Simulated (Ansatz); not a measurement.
TiAl₂O₅ (Cmcm, No. 63; cell taken from a computed entry) was calculated with LDA in Ansatz (PAW).

Numerical settings: plane-wave cutoff 500 eV, 12×12×4 k mesh (along the axes of the cell as run), gaussian smearing 0.02 eV, no spin polarisation, scalar-relativistic PAW data made under PBE.

Cell (relaxed at this level):

Al₂TiO₅ has the orthorhombic space group Cmcm (No. 63), Pearson symbol oS32. Lattice parameters: a = 3.5740 Å, b = 9.2714 Å, c = 9.5418 Å, α = β = γ = 90.00°. Ti on 4c sees 2 O at 1.820 Å and 2 O at 1.932 Å and 2 O at 2.106 Å. Al on 8f is coordinated by 4 O at 1.816–1.882 Å and 2 O at 1.981–2.042 Å. O1 on 8f has 2 Al at 1.842 Å and 1 Al at 1.981 Å and 1 Ti at 2.106 Å. O2 on 8f is surrounded by 2 Al at 1.816–1.882 Å and 1 Ti at 1.820 Å. O3 on 4c is coordinated by 2 Ti at 1.932 Å and 2 Al at 2.042 Å. (Neighbours: up to the widest gap in distance over summed covalent radii, below 1.35, at either atom; cation-cation and far metal-metal contacts left out.)
(The calculation used a cell of 16 atoms; values per cell refer to that cell.)

Problem. Give the computed band gap.

Solution. 
* **band gap**: 3.00 eV (on the SCF k mesh)

Note: the relaxation could not lower the start's symmetry, so the cell can be a saddle point above a distorted one.

The computed numbers hold no vibrational or temperature effects.

Ansatz is a program for electronic structure.
